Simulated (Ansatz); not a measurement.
The parent structure is Al in the fcc (Cu type) structure (space group Fm-3m, No. 225; a = 3.992 Å). Axes: x, y, z lie along the cube axes.

Method: r2SCAN, PAW, 500 eV (Ansatz, an electronic-structure program; no SOC).

Strains are applied to the cell and any free atomic positions relax; under biaxial strain the out-of-plane vector relaxes too.

One change was made to it. Results:

The energy grows by 17 meV/atom; the pressure goes from zero to -5.1 GPa.

Q: Which of these changes matches the shifts?
A. uniaxial strain ε_yy = −2.72 %
B. isotropic strain +2.13 %
C. uniaxial strain ε_yy = +3.15 %
D. biaxial strain +2.92 %, plane normal [001], relaxed out of plane
E. tensor shear ε_xy = +3.76 %

A: B, isotropic strain +2.13 %. For comparison, the energy relative to the base in the other runs: biaxial strain +2.92 %, plane normal [001], relaxed out of plane gives +9.9 meV/atom; uniaxial strain ε_yy = +3.15 % gives +5.9 meV/atom; tensor shear ε_xy = +3.76 % gives +14 meV/atom; uniaxial strain ε_yy = −2.72 % gives +4.9 meV/atom.

Without a gap, meshes like the base's 20×20×20 leave anisotropic stresses uncertain by several tenths of a GPa, and small strain energies with them. Whether these cells are dynamically stable was not tested.
